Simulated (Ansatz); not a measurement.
A periodic model of amorphous Zr$_{20}$O$_{45}$P$_{2}$:

```xyz
67
Lattice="9.4858 0.0151 0.0231 0.0151 9.6496 0.0807 0.0231 0.0807 9.5278" Properties=species:S:1:pos:R:3 pbc="T T T"
Zr     0.2128     6.3664     2.9395
Zr     2.9343     2.1924     8.2718
Zr     9.4112     1.7581     5.8677
Zr     2.5625     5.6192     9.4750
Zr     5.0140     4.5586     6.2009
Zr     4.8550     0.8712     1.0598
Zr     1.2726     5.6932     6.1835
Zr     9.3458     3.6981     8.4020
Zr     0.5107     2.2546     2.5181
Zr     2.1204     8.7435     0.9639
Zr     8.1352     0.6244     0.4975
Zr     6.9357     0.8047     3.6653
Zr     7.1928     7.1544     5.6567
Zr     4.8937     7.7365     8.2917
Zr     3.6549     1.8950     4.5394
Zr     6.2639     1.4734     6.9527
Zr     7.1695     4.0019     3.3810
Zr     5.9261     7.3997     2.1912
Zr     5.9157     4.0797     0.3020
Zr     8.5377     6.9878     9.2528
O      6.6014     2.6769     1.9263
O      1.2951     6.7063     1.1638
O      7.5734     0.5123     5.6334
O      3.3530     0.4455     9.1284
O      1.5626     8.1589     3.3260
O      5.9388     3.6527     7.6815
O      4.0665     4.0875     4.1666
O      8.0250     7.5003     7.4124
O      9.0507     6.5301     4.9110
O      4.5922     5.6116     9.3099
O      9.1112     4.4229     2.6840
O      7.8860     4.8968     9.2267
O      4.8197     1.1292     3.1017
O      1.9871     7.6113     5.8103
O      4.2238     6.4724     3.3379
O      4.3269     2.7211     0.2849
O      6.2224     5.2725     2.0156
O      0.5963     9.5947     5.1570
O      5.4500     6.5221     6.7532
O      9.5031     8.9043     9.6036
O      0.6694     5.8285     8.2030
O      4.0572     2.2469     6.5516
O      6.4816     7.5603     9.5932
O      9.1670     2.3589     0.5539
O      0.2073     3.9347     6.3189
O      8.1493     7.0766     1.9512
O      6.3612     1.1458     9.0901
O      8.4475     2.4351     4.0905
O      5.9698     2.4821     4.9501
O      1.8196     3.7227     9.1153
O      4.2074     8.4612     1.4599
O      1.7207     2.3765     4.1922
O      3.0944     9.5957     4.8248
O      6.5542     8.2615     4.0500
O      2.9084     7.5521     8.7911
O      5.3886     9.3045     7.1834
O      3.0645     4.9918     6.8251
O      1.9778     5.4551     4.0844
O      6.5887     9.4817     1.8212
O      1.8821     0.9283     1.6979
O      1.2652     1.7049     7.3824
O      8.7267     0.6649     2.4791
O      8.2006     2.1118     7.5341
O      6.6218     5.2406     4.9523
O      2.9781     4.6934     1.9370
P      1.8165     8.7353     4.7738
P      3.3401     5.2270     3.3343
```

The numbers are results of PBE, scalar-relativistic without spin-orbit coupling (plane waves to 420 eV, PAW; Ansatz, a program for electronic structure), not measurements.

The cell was made by melting and quenching with the CHGNet potential and then relaxed with DFT. O atoms were pushed apart under 1.9 Å during the dynamics, to hinder bonds among them. The hot cell started wider than the set density and was brought back towards it in steps. It is the lowest in DFT energy of 2 quenches. It is a model cell: composition and starting density were chosen by hand, and all elements were melted together. No dispersion term was used. Its density started from a set value of 4.96 and ended at 4.96 g/cm³. The quench (nominally 300 K/ps over its main leg) was far faster than any real one, so the model tends to hold more defects than a real film. A cell of this size samples the disorder only roughly. The volume was held where the preparation left it and the shape relaxed, at a PBE pressure of -1.6 GPa (tension). Stress components on the final sampling reach 1.6 GPa.

Bonds are counted up to Zr-Zr 3.41 Å, Zr-O 2.74 Å, Zr-P 2.88 Å, O-O 1.58 Å, O-P 2.08 Å, P-P 2.50 Å. Two cations that share two anions don't count as bonded, nor two that share one unless they lie closer than Zr-Zr 3.32 Å, Zr-P 2.80 Å, P-P 2.29 Å.

**Question.** Give the coordination numbers, mean bond lengths and angles.

**Answer.** 
```
Quantity                                                                    Value
---------------------------------  ----------------------------------------------
Mean coordination of Zr by anions   6.30 (4 with 5, 7 with 6, 8 with 7, 1 with 8)
Mean coordination of O             2.98 (9 with 2, 29 with 3, 6 with 4, 1 with 5)
Mean coordination of P by anions                                  4.00 (2 with 4)
Mean Zr-O bond                              2.170 Å (spread 0.150 Å, 126 counted)
Mean O-P bond                                 1.553 Å (spread 0.021 Å, 8 counted)
Bond angle at Zr                                        mean 102.1°, spread 29.1°
Bond angle at O                                         mean 116.0°, spread 18.6°
Bond angle at P                                          mean 109.4°, spread 2.8°
```

**Question.** List the pairs of like atoms that count as bonded by the rules above.

**Answer.** There are none by these rules.
